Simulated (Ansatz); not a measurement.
The structure below was relaxed with PBEsol in Ansatz (plane waves to 420 eV, PAW, no spin-orbit coupling).

```
CELL_PARAMETERS angstrom
      0.00000     1.95913     1.95913
      1.95913     0.00000     1.95913
      1.95913     1.95913     0.00000
ATOMIC_POSITIONS crystal
  Pt 0.00000 0.00000 0.00000
```

Q: Find the space group and the Wyckoff positions.

A: Space group Fm-3m (No. 225); a = b = c = 3.9183 Å, α = β = γ = 90.00°

| atom | site | symmetry | x | y | z |
|---|---|---|---|---|---|
| Pt | 4a | m-3m | 0.0000 | 0.0000 | 0.0000 |

Q: Describe the coordination.

A: The crystal has 4 atoms in its conventional cell. Lattice parameters: a = 3.9183 Å, b = 3.9183 Å, c = 3.9183 Å, α = 90.00°, β = 90.00°, γ = 90.00°. Pt has 12 Pt at 2.771 Å (cuboctahedral). (Neighbours: up to the widest gap in distance over summed covalent radii, below 1.35, at either atom.)

Whether these cells are dynamically stable was not tested. All final runs are without spin polarisation. The cell was made from Ni by this change: Ni → Pt. Pt lies near a magnetic instability that expansion can trigger; it was not tested.

Ansatz is an electronic-structure program.
